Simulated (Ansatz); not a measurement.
Reference: NiHg4 (Im-3m), PBEsol, DFPT electron-phonon coupling, linearised Boltzmann equation (plane waves, PAW, scalar-relativistic; Ansatz, a program for electronic structure); geometry: relaxed with this functional, without spin-orbit coupling.

```cif
data_Hg8Ni2
_chemical_formula_sum 'Ni2 Hg8'
_space_group_name_H-M_alt 'Im-3m'
_space_group_IT_number 229
_space_group_name_Hall '-I 4 2 3'
_cell_length_a 6.01457
_cell_length_b 6.01457
_cell_length_c 6.01457
_cell_angle_alpha 90.000
_cell_angle_beta 90.000
_cell_angle_gamma 90.000
loop_
_atom_site_label
_atom_site_type_symbol
_atom_site_symmetry_multiplicity
_atom_site_Wyckoff_symbol
_atom_site_fract_x
_atom_site_fract_y
_atom_site_fract_z
_atom_site_occupancy
Ni1 Ni 2 a 0.00000 0.00000 0.00000 1
Hg1 Hg 8 c 0.25000 0.25000 0.25000 1
```
(The calculation used a cell of 5 atoms; values per cell refer to that cell.)

resistivity at 300 K: 15.8 μΩ·cm

Question: Replace Ni by Pt on the same sites and relax. What happens?

Answer: PtHg4 (Im-3m): volume per atom 21.8 to 24.2 Å³; resistivity at 300 K rises (15.8 μΩ·cm to 21 μΩ·cm).

Moves up to 12 % count as about the same. Metals; harmonic phonons alone scatter; means over directions. Halving the electron mesh moves these values by up to 8 %; q meshes are mostly untested. Some of the runs warned that the eigensolver left states short of its tolerance. Spin-orbit coupling is left out.

Formula and space group known from diffraction (Crystallography Open Database), not checked to be the room-temperature form: PtHg4 (Im-3m). Computed structure with no diffraction record at hand here (it may be known, metastable or hypothetical): NiHg4 (Im-3m). Treated as nonmagnetic (a ferromagnetic start lost its moment, other orders weren't tried): NiHg4 (Im-3m). The missing spin-orbit coupling matters most for NiHg4 (Im-3m), PtHg4 (Im-3m).
